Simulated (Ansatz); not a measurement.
**BP (model structure, started from the CdTe type, P6₄22, No. 181, 6 atoms in the cell): properties by level of theory**

```json
[
 {"level (code)": "LDA (Ansatz)", "lattice constant a (Å)": "3.240", "lattice parameter c (Å)": "6.901", "cohesive energy (eV/atom)": "(withheld)"},
 {"level (code)": "PBE (Ansatz)", "lattice constant a (Å)": "(withheld)", "lattice parameter c (Å)": "6.996", "cohesive energy (eV/atom)": "(withheld)"},
 {"level (code)": "PBEsol (Ansatz)", "lattice constant a (Å)": "(withheld)", "lattice parameter c (Å)": "6.940", "cohesive energy (eV/atom)": "5.28"},
 {"level (code)": "r²SCAN (Ansatz)", "lattice constant a (Å)": "(withheld)", "lattice parameter c (Å)": "(withheld)", "cohesive energy (eV/atom)": "4.72"},
 {"level (code)": "r²SCAN+rVV10 (Ansatz)", "lattice constant a (Å)": "3.273", "lattice parameter c (Å)": "6.996", "cohesive energy (eV/atom)": "(withheld)"}
]
```

Question: Some entries are withheld; supply them.

Answer: 
- LDA (Ansatz, a quantum-chemistry and plane-wave program), cohesive energy (eV/atom): 5.77
- PBE (Ansatz), lattice constant a (Å): 3.279
- PBE (Ansatz), cohesive energy (eV/atom): 4.80
- PBEsol (Ansatz), lattice constant a (Å): 3.260
- r²SCAN (Ansatz), lattice constant a (Å): 3.276
- r²SCAN (Ansatz), lattice parameter c (Å): 7.005
- r²SCAN+rVV10 (Ansatz), cohesive energy (eV/atom): 4.88

Ansatz's density-functional and Hartree–Fock values are scalar-relativistic unless marked +SOC, with PAW data made under PBE.

Free atoms are spin-polarised, in the lowest state found; at levels without +SOC their spin–orbit coupling is left out.

A model structure was made by putting elements into a prototype or built by hand; it is no filed structure, need not be a known phase, and can be a saddle point held by its symmetry.
